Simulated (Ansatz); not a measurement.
The starting structures come from a database of crystals and need not be the phases stable at ambient conditions.

 Where the default PAW files enter, the runs use the earlier of Ansatz's two default sets.

Inside the gap of an insulator the Bloch states are evanescent, with a wavenumber k + iκ along the transport direction.

Given:

```
KF6Sb
1.0
    5.18848     0.00000     0.00000
    0.00000     5.18848     0.00000
    0.00000     0.00000     9.70643
K Sb F
2 2 12
Direct
  0.50000   0.50000   0.75000
  0.50000   0.50000   0.25000
  0.00000   0.00000   0.00000
  0.00000   0.00000   0.50000
  0.18298   0.81702   0.13714
  0.81702   0.18298   0.86286
  0.18298   0.18298   0.63714
  0.81702   0.81702   0.36286
  0.81702   0.18298   0.13714
  0.18298   0.81702   0.86286
  0.81702   0.81702   0.63714
  0.18298   0.18298   0.36286
  0.74068   0.25932   0.50000
  0.25932   0.74068   0.50000
  0.74068   0.74068   0.00000
  0.25932   0.25932   0.00000
```

Space group of this cell: P4_2/mcm. The cell is taken as given; by PBEsol its mean pressure is 1.8 GPa.

Transport runs along the normal of the first two printed cell vectors, the (001) plane of the conventional cell.

The gap is the functional's own, uncorrected, and κ follows it; spin-orbit coupling is left out. Mid-gap values are interpolated between the computed energies.

**Question.** Give the band gap and the smallest decay constant κ at mid-gap that PBEsol run with Ansatz (a quantum-chemistry and plane-wave program) yields.

**Answer.** Gap 5.31 eV on a 6×6×4 mesh; κ = 0.543 1/Å, at the zone centre.
